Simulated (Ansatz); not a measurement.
Consider La₃PbC in the anti-perovskite structure (space group Pm-3m, No. 221; a = 5.240 Å; a cell from a computed database, its experimental status unchecked). Axes: x, y, z lie along the cube axes.

Level of theory: Kohn–Sham DFT with the r2SCAN functional, run in Ansatz (an electronic-structure program) with PAW and 500 eV plane waves, no spin-orbit coupling.

For the base:

```
Item       Result
--------  -------
Pressure  0.0 GPa
```

The change: biaxial strain +1.23 %, plane normal [111], relaxed out of plane (Cartesian); in-plane vectors clamped, the third vector and the atoms free.

Q: Estimate the effect on the energy relative to the base.

A: The energy increases by 3.4 meV/atom.

Q: Estimate the effect on the pressure.

A: The pressure (mean of the normal stresses, compression positive) goes from zero to -1.0 GPa.

Without a gap, meshes like the base's 9×9×9 leave anisotropic stresses uncertain by several tenths of a GPa, and small strain energies with them. Stability against distortions was not tested. The final runs are not spin-polarised. An odd electron count without spin: La3PbC.
